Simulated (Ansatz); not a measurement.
Start from BP in the zinc blende structure (space group F-43m, No. 216; a = 4.520 Å). Axes: x, y, z lie along the cube axes.

Modification: uniaxial stress, 2 GPa tension along z, with the cell and atoms free to relax against it.

Levels (all Ansatz, an electronic-structure program, PAW): PBEsol (420 eV, no spin-orbit coupling); r2SCAN (500 eV, no SOC).

The geometry is relaxed with PBEsol.

| Quantity | Result |
|---|---|
| PBEsol electron mass | 1.3 mₑ along k, 0.22 mₑ across (off the special points) |
| PBEsol pressure | -6.7 kbar |
| PBEsol band gap | 1.08 eV |

Predict the electron mass, pressure and band gap from r2SCAN.

The electron mass becomes 1.2 mₑ along k, 0.22 mₑ across (off the special points) (PBEsol: 1.3 mₑ along k, 0.22 mₑ across (off the special points)); the pressure grows by 18.5 kbar to 11.8 kbar; the band gap grows by 0.28 eV (1.08 eV → 1.36 eV).

Single points use the geometry relaxed with PBEsol. Their cutoffs differ, which shifts pressures a little. Load acts through the strain it causes; cell and atoms are relaxed under it. Effective masses come from finite differences of ±0.01 Å⁻¹. Along k means along the line from Γ to the band edge. Stability under load was not tested beyond the relaxation. Labels are those of the standard path for the cell's own space group.
